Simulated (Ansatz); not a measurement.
Model: Si(111) 1x1 surface, 6 top atoms, 3 bilayers, bottom bilayer H-capped and fixed, every top atom capped by H; cell 11.5 x 6.6 Å; two neighbouring H replaced by OH; about 7 Å thick over the host's atoms, 18 atoms held. Level of theory: PBE-D3(BJ) (plane waves to 420 eV, PAW; Ansatz, a program for electronic structure). Sampling: 1x2x1 k points. The slab states were run without spin polarisation. Results hold for this slab, coverage and mesh. Barriers come from a climbing-image nudged elastic band between relaxed ends, or a saddle search from its top (force threshold 0.05 eV/Å), without zero-point or thermal terms. The program's default check of the saddle order raised no doubt, which doesn't prove first order. The ends were relaxed from one prepared geometry each.

Structure at the top of the path for: H2O attacks the fragment of BCl3 (twice exchanged) and HCl forms, starting from the surface left by an earlier step (the surface fragment of BCl3 exchanges a second ligand with a neighbouring O-H group), after HCl has left.

```yaml
crystal:
  lattice:
    - [11.50074, 0.00000, 0.00000]
    - [0.00000, 6.63995, 0.00000]
    - [0.00000, 0.00000, 28.00000]
  atoms:
    - { symbol: Si, position: [0.00161, 0.00795, 0.34112] }
    - { symbol: Si, position: [0.17956, 0.50351, 0.33834] }
    - { symbol: Si, position: [0.16687, 0.17053, 0.31094] }
    - { symbol: Si, position: [0.00343, 0.66822, 0.31762] }
    - { symbol: Si, position: [0.16567, 0.16954, 0.22772] }
    - { symbol: Si, position: [0.00121, 0.66628, 0.23201] }
    - { symbol: Si, position: [0.99899, 0.33598, 0.20119] }
    - { symbol: Si, position: [0.16385, 0.83559, 0.20037] }
    - { symbol: Si, position: [0.00000, 0.33333, 0.11735] }
    - { symbol: Si, position: [0.16667, 0.83333, 0.11735] }
    - { symbol: Si, position: [0.16667, 0.50000, 0.08940] }
    - { symbol: Si, position: [0.00000, 0.00000, 0.08940] }
    - { symbol: H, position: [0.16670, 0.50026, 0.03571] }
    - { symbol: H, position: [0.00001, 0.00026, 0.03571] }
    - { symbol: H, position: [0.00395, 0.01935, 0.39466] }
    - { symbol: Si, position: [0.33366, 0.00348, 0.33613] }
    - { symbol: Si, position: [0.48675, 0.50351, 0.33835] }
    - { symbol: Si, position: [0.50022, 0.17070, 0.31093] }
    - { symbol: Si, position: [0.33323, 0.67926, 0.30436] }
    - { symbol: Si, position: [0.50108, 0.16966, 0.22770] }
    - { symbol: Si, position: [0.33326, 0.67033, 0.22288] }
    - { symbol: Si, position: [0.33334, 0.33206, 0.20016] }
    - { symbol: Si, position: [0.50272, 0.83561, 0.20039] }
    - { symbol: Si, position: [0.33333, 0.33333, 0.11735] }
    - { symbol: Si, position: [0.50000, 0.83333, 0.11735] }
    - { symbol: Si, position: [0.50000, 0.50000, 0.08940] }
    - { symbol: Si, position: [0.33333, 0.00000, 0.08940] }
    - { symbol: H, position: [0.50003, 0.50026, 0.03571] }
    - { symbol: H, position: [0.33334, 0.00026, 0.03571] }
    - { symbol: H, position: [0.33338, 0.98497, 0.38969] }
    - { symbol: Si, position: [0.66541, 0.00801, 0.34112] }
    - { symbol: Si, position: [0.83328, 0.50058, 0.34262] }
    - { symbol: Si, position: [0.83351, 0.16920, 0.31340] }
    - { symbol: Si, position: [0.66305, 0.66816, 0.31770] }
    - { symbol: Si, position: [0.83336, 0.16734, 0.22953] }
    - { symbol: Si, position: [0.66533, 0.66627, 0.23206] }
    - { symbol: Si, position: [0.66774, 0.33604, 0.20119] }
    - { symbol: Si, position: [0.83327, 0.83121, 0.20265] }
    - { symbol: Si, position: [0.66667, 0.33333, 0.11735] }
    - { symbol: Si, position: [0.83333, 0.83333, 0.11735] }
    - { symbol: Si, position: [0.83333, 0.50000, 0.08940] }
    - { symbol: Si, position: [0.66667, 0.00000, 0.08940] }
    - { symbol: H, position: [0.83336, 0.50026, 0.03571] }
    - { symbol: H, position: [0.66667, 0.00026, 0.03571] }
    - { symbol: H, position: [0.66301, 0.01968, 0.39465] }
    - { symbol: H, position: [0.83342, 0.49329, 0.39624] }
    - { symbol: O, position: [0.44085, 0.48557, 0.39637] }
    - { symbol: O, position: [0.22473, 0.48397, 0.39644] }
    - { symbol: B, position: [0.33310, 0.47475, 0.41550] }
    - { symbol: Cl, position: [0.31705, 0.83881, 0.46594] }
    - { symbol: O, position: [0.33585, 0.35664, 0.46338] }
    - { symbol: H, position: [0.32707, 0.20430, 0.46217] }
    - { symbol: H, position: [0.28203, 0.41481, 0.48673] }
```

| Item | Value |
|---|---|
| Forward barrier | 0.63 eV |
| Backward barrier | 1.07 eV |
| Path length | 5.49 Å |
| Band iterations | 14 |
| Movable images | 5 |
| Barrier without the D3 term at these geometries | 0.63 eV |
| Highest plain CHGNet energy over the start along the first path, which was laid between the DFT ends | 0.35 eV |
| Cost of this run | about 90 core-minutes (a rough figure) |
